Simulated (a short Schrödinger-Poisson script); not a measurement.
System: MOS inversion layer, SiO2 on p-type Si(100), at 400 K.

From the gate side: 1.6 nm SiO2; 230 nm Si, acceptors 3.4e18 cm⁻³.

Constants are typed, rounded textbook-type inputs, not results; the design itself was drawn at random and stands for no fabricated device. SiO2: permittivity 3.9, conduction-band edge (eV) 3.15, gap (eV) 9, electron mass (mₑ) 0.5. Si: permittivity 11.7, conduction-band edge (eV) 0, gap (eV) 1.124, Nv at 300 K (cm⁻³) 3.1e19.

Channel valleys (confinement mass, in-plane density-of-states mass, number): Δ2 0.916, 0.19, 2; Δ4 0.19, 0.417, 4. At the gate the conduction-band edge of layer 1 lies 3.44 eV − eVg above the Fermi level of the channel; the field vanishes at the back. Gaps are held at their typed values at every temperature. Mesh 0.03 nm at interfaces.

From a short Schrödinger-Poisson script (our own, NumPy): 1D Poisson equation in equilibrium, electrons quantum, Hartree (BenDaniel-Duke, 12 states a valley, the channel's in-plane mass for all, wave functions ending at the dielectric), parabolic valleys, classical holes, full ionisation, no traps, pinning or gate leakage.

```csv
Vg (V),electrons (cm⁻²),C (μF/cm²),Δ2 E0 (meV from the Fermi level),Δ4 E0 (meV from the Fermi level)
0.65,2.50e9,0.452,271.9,381.2
0.7,7.22e9,0.457,235.0,346.1
0.75,2.07e10,0.483,198.5,311.4
0.8,5.69e10,0.560,163.2,277.9
0.85,1.43e11,0.715,131.0,247.4
0.9,3.08e11,0.927,103.8,222.0
0.95,5.61e11,1.13,82.3,202.2
1,8.87e11,1.28,65.5,187.1
1.05,1.27e12,1.39,52.1,175.4
1.1,1.68e12,1.46,41.0,166.1
1.15,2.12e12,1.52,31.7,158.4
1.2,2.58e12,1.56,23.5,151.9
1.25,3.06e12,1.59,16.2,146.3
1.3,3.55e12,1.62,9.7,141.4
1.35,4.04e12,1.64,3.6,137.0
1.4,4.55e12,1.65,-2.0,133.0
1.45,5.06e12,1.67,-7.2,129.4
1.5,5.57e12,1.68,-12.1,126.0
```

Gate voltages with under 1e9 electrons/cm² are left out.

Q: At Vg = 1.5 V the lowest Δ2 subband lies at -12.1 meV from the Fermi level. How many electrons does it hold, and what share of all?

A: The two-dimensional density of states is g m/(πħ²) = 1.59e11 cm⁻² meV⁻¹ (both spins), kT = 34.5 meV, so n = D kT ln(1 + exp(−E/kT)) = 4.84e12 cm⁻², 0.87 of the 5.57e12 cm⁻² in all.

Q: Compare the slope of the sheet density between 1.4 and 1.5 V with the geometric capacitance of the layers between gate and channel.

A: q Δn/ΔV = 1.63 μF/cm²; ε0/Σ(t/ε) = 2.16 μF/cm². The ratio is 0.76: the channel acts as a further capacitance in series.
